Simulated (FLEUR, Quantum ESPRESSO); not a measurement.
A Quantum ESPRESSO input for a self-consistent single point of NaTiO₂ (R-3m, 4 atoms in the cell) (DFT, PBEsol, plane waves, PseudoDojo standard norm-conserving (PBESOL) pseudopotentials):

```fortran
&control
 calculation = 'scf'
 outdir = './work'
 pseudo_dir = './'
 tprnfor = .true.
 tstress = .true.
/
&system
 ibrav = 5
 celldm(1) = 10.7192831619
 celldm(4) = 0.858913216390
 nat = 4
 ntyp = 3
 ecutwfc = 90
 occupations = 'smearing'
 smearing = 'fermi-dirac'
 degauss = 0.0073499
 nspin = 2
 starting_magnetization(2) = 0.083
/
&electrons
 conv_thr = 1.0d-9
 mixing_beta = 0.3
/
ATOMIC_SPECIES
Na    22.9898  Na.upf
Ti    47.8670  Ti.upf
O     15.9990  O.upf
ATOMIC_POSITIONS crystal
Na    0.0000000000    0.0000000000    0.0000000000
Ti    0.5000000000    0.5000000000    0.5000000000
O     0.7638070000    0.7638070000    0.7638070000
O     0.2361930000    0.2361930000    0.2361930000
K_POINTS automatic
8 8 8  0 0 0
```

Task: Translate this input to FLEUR.

Result: This is the input that was run; spellings and numerical settings could be chosen otherwise.

Input of the input generator:

```
NaTiO2
&input film=f /
0.2656000599 0.1533442661 0.9518099307
-0.2656000599 0.1533442661 0.9518099307
0.0000000000 -0.3066885321 0.9518099307
10.7192831619
1.0 1.0 1.0

4
11 0.0000000000 0.0000000000 0.0000000000 : 0.00
22 0.5000000000 0.5000000000 0.5000000000 : 1.00
8 0.7638070000 0.7638070000 0.7638070000 : 0.00
8 0.2361930000 0.2361930000 0.2361930000 : 0.00

&comp jspins=2 /
&exco xctyp='PBEs' /
&kpt div1=8 div2=8 div3=8 gamma=t /
&end /
```

```xml
<?xml version="1.0" encoding="UTF-8" standalone="no"?>
<fleurInput fleurInputVersion="0.39">
   <comment>
      NaTiO2                                                                                              
   </comment>
   <calculationSetup>
      <cutoffs Kmax="4.5" Gmax="13.5" GmaxXC="13.5" numbands="0"/>
      <scfLoop itmax="60" minDistance="0.00001" maxIterBroyd="99" imix="Anderson" alpha="0.05" precondParam="0.0" spinf="2.0"/>
      <coreElectrons ctail="T" frcor="F" kcrel="0" coretail_lmax="0"/>
      <xcFunctional name="PBEs" relativisticCorrections="F"/>
      <magnetism jspins="2"/>
      <soc l_soc="F" theta="0.0" phi="0.0" spav="F"/>
      <expertModes spex="0" secvar="F"/>
      <geometryOptimization l_f="T" forcealpha="1.0" forcemix="BFGS" epsdisp="0.00001" epsforce="0.00001"/>
      <ldaU l_linMix="F" mixParam="0.05" spinf="1.0"/>
   </calculationSetup>
   <cell>
      <bzIntegration valenceElectrons="33.0" mode="hist" fermiSmearingEnergy="0.00367493">
         <kPointListSelection listName="default-1"/>
         <!-- k-points included here -->
         <xi:include xmlns:xi="http://www.w3.org/2001/XInclude" href="kpts.xml"> </xi:include>
      </bzIntegration>
      <!-- symmetry operations included here -->
      <xi:include xmlns:xi="http://www.w3.org/2001/XInclude" href="sym.xml"> </xi:include>
      <bulkLattice scale="1.0">
         <bravaisMatrix>
            <row-1>    2.8470422498857015     1.6437406095796427    10.2027201634817164</row-1>
            <row-2>   -2.8470422498857015     1.6437406095796427    10.2027201634817164</row-2>
            <row-3>    0.0000000000000000    -3.2874812180873580    10.2027201634817164</row-3>
         </bravaisMatrix>
      </bulkLattice>
   </cell>
   <atomSpecies>
      <species name="Sodium (Na)" element="Na" atomicNumber="11">
         <mtSphere radius="2.68" gridPoints="925" logIncrement="0.012"/>
         <atomicCutoffs lmax="10" lnonsphr="8"/>
         <electronConfig flipSpins="F">
            <coreConfig>(1s1/2)</coreConfig>
            <valenceConfig>(2s1/2) (2p1/2) (2p3/2) (3s1/2)</valenceConfig>
            <stateOccupation state="(3s1/2)" spinUp="0.5" spinDown="0.5"/>
         </electronConfig>
         <energyParameters s="3" p="3" d="3" f="4"/>
         <lo type="SCLO" l="0" n="2" eDeriv="0"/>
         <lo type="SCLO" l="1" n="2" eDeriv="0"/>
      </species>
      <species name="Titanium (1.000" element="Ti" atomicNumber="22">
         <mtSphere radius="2.34" gridPoints="807" logIncrement="0.015"/>
         <atomicCutoffs lmax="10" lnonsphr="8"/>
         <electronConfig flipSpins="F">
            <coreConfig>(1s1/2) (2s1/2) (2p1/2) (2p3/2)</coreConfig>
            <valenceConfig>(3s1/2) (3p1/2) (3p3/2) (4s1/2) (3d3/2) (3d5/2)</valenceConfig>
            <stateOccupation state="(3d3/2)" spinUp="0.4" spinDown="0.4"/>
            <stateOccupation state="(3d5/2)" spinUp="1.1" spinDown="0.1"/>
         </electronConfig>
         <energyParameters s="4" p="4" d="3" f="4"/>
         <lo type="SCLO" l="0" n="3" eDeriv="0"/>
         <lo type="SCLO" l="1" n="3" eDeriv="0"/>
      </species>
      <species name="Oxygen (O)" element="O" atomicNumber="8">
         <mtSphere radius="1.32" gridPoints="457" logIncrement="0.023"/>
         <atomicCutoffs lmax="6" lnonsphr="4"/>
         <electronConfig flipSpins="F">
            <coreConfig>(1s1/2)</coreConfig>
            <valenceConfig>(2s1/2) (2p1/2) (2p3/2)</valenceConfig>
            <stateOccupation state="(2p1/2)" spinUp="0.6666666667" spinDown="0.6666666667"/>
            <stateOccupation state="(2p3/2)" spinUp="1.333333333" spinDown="1.333333333"/>
         </electronConfig>
         <energyParameters s="2" p="2" d="3" f="4"/>
      </species>
   </atomSpecies>
   <atomGroups>
      <atomGroup species="Sodium (Na)">
         <relPos label="                   1">.0000000000 .0000000000 .0000000000</relPos>
         <force calculate="T" relaxXYZ="TTT"/>
      </atomGroup>
      <atomGroup species="Titanium (1.000">
         <relPos label="                   2">1.000/2.000 1.000/2.000 1.000/2.000</relPos>
         <force calculate="T" relaxXYZ="TTT"/>
      </atomGroup>
      <atomGroup species="Oxygen (O)">
         <relPos label="                   3">-.2361930000 -.2361930000 -.2361930000</relPos>
         <relPos label="                   4">.2361930000 .2361930000 .2361930000</relPos>
         <force calculate="T" relaxXYZ="TTT"/>
      </atomGroup>
   </atomGroups>
   <output dos="F" band="F" slice="F">
      <checks vchk="F" cdinf="F"/>
      <bandDOS minEnergy="-.5*Htr" maxEnergy="0.5*Htr" sigma="0.015" storeEVData="T"/>
      <vacuumDOS vacdos="F" integ="F" star="F" nstars="0" locx1="0.0" locy1="0.0" locx2="0.0" locy2="0.0" nstm="0" tworkf="0.0"/>
      <unfoldingBand unfoldBand="F" supercellX="1" supercellY="1" supercellZ="1"/>
      <plotting iplot="0" polar="F">
         <plot TwoD="T" vec1="  1.0  0.0  0.0" vec2="  0.0  1.0  0.0" vec3="  0.0  0.0  1.0" zero="  0.0  0.0  0.0" file="plot"/>
      </plotting>
      <chargeDensitySlicing numkpt="0" minEigenval="0.0" maxEigenval="0.0" nnne="0" pallst="F"/>
      <specialOutput eonly="F"/>
      <magneticCircularDichroism mcd="F" energyLo="-10.0" energyUp="0.0"/>
   </output>
  <!-- We include the file relax.xml here to enable relaxations (see documentation) -->
  <xi:include xmlns:xi="http://www.w3.org/2001/XInclude" href="relax.xml"> <xi:fallback/> </xi:include>
</fleurInput>
```

Basis settings and potentials, where a program has them, do not carry over. This input uses DFT, PBEsol, all-electron FLAPW (FLEUR), scalar-relativistic valence.

The starting cell comes from a database of computed structures (which also holds hypothetical and non-ambient phases and stackings), without a prior relaxation at this level.
